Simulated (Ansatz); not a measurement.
A computed series for PbTe: pressure series

Consider PbTe in the rock salt structure (space group Fm-3m, No. 225; a = 6.5343 Å).

Cell and atoms are relaxed at each pressure.

Method: r2SCAN (Ansatz, a program for electronic structure; PAW; 500 eV plane waves; without spin-orbit coupling).

```json
[
 {"pressure (GPa)": "-2", "volume per atom (Å³/atom)": "36.798"},
 {"pressure (GPa)": "0", "volume per atom (Å³/atom)": "34.874"},
 {"pressure (GPa)": "0.9", "volume per atom (Å³/atom)": "34.181"},
 {"pressure (GPa)": "2.1", "volume per atom (Å³/atom)": "33.341"},
 {"pressure (GPa)": "4.5", "volume per atom (Å³/atom)": "31.949"},
 {"pressure (GPa)": "9", "volume per atom (Å³/atom)": "?"},
 {"pressure (GPa)": "15", "volume per atom (Å³/atom)": "28.024"},
 {"pressure (GPa)": "22.5", "volume per atom (Å³/atom)": "26.257"},
 {"pressure (GPa)": "30", "volume per atom (Å³/atom)": "24.905"}
]
```

Q: Fit the third-order Birch–Murnaghan form P(V) = (3B₀/2)[(V₀/V)^(7/3) − (V₀/V)^(5/3)]·[1 + (3/4)(B₀′ − 4)((V₀/V)^(2/3) − 1)] (squares taken in P) to the rows shown and predict the withheld row.

A: Least squares on the printed values gives V₀ = 34.881 Å³/atom, B₀ = 42.3 GPa, B₀′ = 4.4; this predicts 29.956 Å³/atom, and the run gives 29.953 Å³/atom, 0.003 lower.

Measured bulk modulus of PbTe: 39.8 GPa (room temperature; as listed in Kerstin Hummer, Andreas Grüneis, Georg Kresse, Physical Review B (2007)); the computed value is for a static lattice, so the two differ by thermal effects too.

Load acts through the strain it causes; cell and atoms are relaxed under it. Whether these cells are dynamically stable was not tested. No other phases were tried under pressure. The final runs are not spin-polarised.
